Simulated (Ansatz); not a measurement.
Take GaAs in the zinc blende structure (space group F-43m, No. 216; a = 5.746 Å) as the base.

The values are results of PBE/PAW in Ansatz (a quantum-chemistry and plane-wave program), no SOC, not measurements.

Strains are applied to the cell and any free atomic positions relax.

One change was made to it. Results:

The band gap increases by 0.68 eV (0.16 eV → 0.84 eV); the energy rises by 41 meV/atom.

Task: What was done to the base?
A) isotropic strain −0.50 %
B) isotropic strain +1.50 %
C) isotropic strain −3.00 %
D) isotropic strain +2.50 %

Result: C, isotropic strain −3.00 %. For comparison, the band gap in the other runs: isotropic strain −0.50 % gives 0.27 eV; isotropic strain +1.50 % gives zero; isotropic strain +2.50 % gives zero.

The mesh was chosen for an insulator and is coarse for the gapless case. Stability against distortions was not tested. The final runs are not spin-polarised. A zero or small gap of GaAs can be the functional's error rather than a property of the material.
